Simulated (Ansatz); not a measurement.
For cubic perovskite CsPbCl₃ (cubic high-temperature phase), rVV10 (PAW; Ansatz, an electronic-structure program) gives:

| Quantity | Result |
|---|---|
| equilibrium lattice constant a | 5.672 Å |
| enthalpy of formation | -1.702 eV/atom |

### Question
What does r²SCAN-D4 (Ansatz, PAW) give for the same quantities?

### Answer

- lattice constant a: 5.654 Å (drops by 0.3 %)
- formation enthalpy: -1.797 eV/atom (moves by -0.095 eV/atom)

Changes are worked out from the printed values.

Unless a cell is named, each level is at its own relaxed cell (rVV10 36.50, r²SCAN-D4 36.14 Å³/atom).

Levels without +SOC leave out spin–orbit coupling, which shifts energies and cells of such heavy elements.

Caveats: the relaxation could not lower the start's symmetry, so the cell can be a saddle point above a distorted one (rVV10, r²SCAN-D4). Ansatz's density-functional and Hartree–Fock values are scalar-relativistic unless marked +SOC, with PAW data made under PBE.
